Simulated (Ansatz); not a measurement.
Cu: transverse stress against strain

Cu (fcc, Fm-3m, 11.440 Å³/atom at rest, cube axes along x, y and z) under a strain ε along a cube axis (axis z), the other axes held. r2SCAN in Ansatz, a plane-wave DFT program (PAW, default set), 500 eV, 32×32×32 Γ-centred mesh, Fermi-Dirac smearing 0.10 eV; ions are relaxed within the symmetry of each cell. Stress is positive for a compressed cell.

Here s stands for strain and y for stress xx.

```csv
strain (%),stress xx (GPa)
-1.50,2.27
-1.00,1.48
-0.50,0.72
0.00,-0.01
0.50,-0.71
1.00,-1.38
1.50,-2.03
3.00,?
```

The 7 complete rows are fitted with a straight line, y against s. Means: s 0, y 0.049. About the means, the sum of products is -10.025 and the sum of squares of s is 7.0000; the slope is their ratio. Least squares gives y = 0.049 - 1.4321·s. Residuals (row less fit): 0.073, -0.001, -0.045, -0.059, -0.043, 0.003, 0.069; standard error 0.059 (degrees of freedom: 5). The slope gives the elastic constant C12 = 143 ± 2 GPa.

Question: Estimate the missing y (s = 3.00); what did the run itself give?

Answer: y = 0.049 - 1.4321 × 3.0 = -4.247 GPa. The calculation gives -3.84 GPa, 0.407 GPa above the prediction (6.7 % of the range of y in the table). The row lies outside the fitted rows, so this is an extrapolation. From the scatter of the fitted rows alone, a prediction at this place has a standard error of 0.092 GPa, so the miss is 4.4 times that.

One order more, fitted to all 13 runs of the series, follows each within 0.01, so the miss is the next term of a smooth law. In a metal these values are sensitive to mesh and smearing; energies are taken to zero smearing, stresses follow the free energy. Rows are the converged runs of the series near zero and its far end; series whose fitted rows scatter by over a few per cent of the range, as at a crossing or softening among them, aren't shown in this form. Most that stay on the fit to the last digits aren't either.
